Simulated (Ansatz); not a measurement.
ZnCu in the CsCl type structure (space group Pm-3m, No. 221)

```cif
data_CuZn
_chemical_formula_sum 'Zn1 Cu1'
_space_group_name_H-M_alt 'P 1'
_space_group_IT_number 1
_cell_length_a 2.96382
_cell_length_b 2.96382
_cell_length_c 2.96382
_cell_angle_alpha 90.000
_cell_angle_beta 90.000
_cell_angle_gamma 90.000
loop_
_space_group_symop_operation_xyz
  'x, y, z'
loop_
_atom_site_label
_atom_site_type_symbol
_atom_site_fract_x
_atom_site_fract_y
_atom_site_fract_z
_atom_site_occupancy
Zn1 Zn 0.00000 0.00000 0.00000 1
Cu1 Cu 0.50000 0.50000 0.50000 1
```

Computed with Kohn–Sham DFT with the PBE functional, run in Ansatz (an electronic-structure program) with PAW and 420 eV plane waves, no SOC. k-mesh 16×16×16 (Γ-centred); smearing 0.05 eV (Fermi–Dirac).

```json
{
  "volume_per_atom": "13.02 Å³",
  "density": "8.22 g/cm³",
  "band_gap": "zero",
  "total_energy": "-4972.192 eV/atom (σ→0; compares only within this code and set-up)"
}
```

Whether these cells are dynamically stable was not tested. The final runs are not spin-polarised.
